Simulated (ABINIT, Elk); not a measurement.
An Elk input for a self-consistent single point of RbCl (Fm-3m, 2 atoms in the cell) (DFT, PBE, spin-orbit coupling in second variation, all-electron FP-LAPW, Elk's shipped species files, APW+lo basis with extra local orbitals):

```
tasks
  0

xctype
  20

spinorb
  .true.

tforce
  .true.

rgkmax
  8.0

gmaxvr
  18.0

lmaxapw
  10

lmaxo
  8

nxlo
  2

lorbcnd
  .true.

lradstp
  2

nrmtscf
  2.0

lmaxi
  4

nempty
  10

stype
  3

swidth
  0.000367493

scale
  1.889726125

avec
    0.0000000000    3.2276420000    3.2276420000
    3.2276420000    0.0000000000    3.2276420000
    3.2276420000    3.2276420000    0.0000000000

atoms
  2   : nspecies
  'Rb.in'   : spfname
  1   : natoms; atposl, bfcmt below
  0.0000000000  0.0000000000  0.0000000000    0.0 0.0 0.0
  'Cl.in'   : spfname
  1   : natoms; atposl, bfcmt below
  0.5000000000  0.5000000000  0.5000000000    0.0 0.0 0.0

ngridk
  9 9 9
```

### Question
Give the ABINIT input for the same structure, mesh, smearing and functional.

### Answer
This is the input that was run; spellings and numerical settings could be chosen otherwise.

```
# RbCl, JTH v2.0 PBE PAW
pp_dirpath "./"
pseudos "Rb.GGA_PBE-JTH.xml, Cl.GGA_PBE-JTH.xml"
acell 8.6257967971 8.6257967971 8.6257967971
rprim
         0.0000000000    0.7071067812    0.7071067812
         0.7071067812    0.0000000000    0.7071067812
         0.7071067812    0.7071067812    0.0000000000
natom 2
ntypat 2
znucl 37 17
typat 1 2
xred
         0.0000000000    0.0000000000    0.0000000000
         0.5000000000    0.5000000000    0.5000000000
ecut 707 eV
pawecutdg 1415 eV
pawxcdev 0
ixc 11
nspinor 2
nspden 1
occopt 3
tsmear 0.00036749
nband 28
kptopt 4
ngkpt 9 9 9
nshiftk 1
shiftk 0 0 0
nstep 50
toldfe 1.0e-09
prtwf 0
prtden 0
prtvol 1
enunit 1
```

Basis, cutoffs, solver keys and any potentials are the target program's own. This input uses DFT, PBE, spin-orbit coupling, plane waves, PAW (JTH v2.0 PBE PAW). Both were run: gap on the mesh 5.156 eV in Elk and 5.132 in ABINIT.

On ABINIT: the starting cell comes from a database of computed structures (which also holds hypothetical and non-ambient phases and stackings), without a prior relaxation at this level. Its lattice was rescaled by a random factor within 2.5 % of one.

On Elk: the starting cell comes from a database of computed structures (which also holds hypothetical and non-ambient phases and stackings), without a prior relaxation at this level. Its lattice was rescaled by a random factor within 2.5 % of one. Values depend on the basis (sphere radii, cutoffs, local orbitals), which need not be converged.
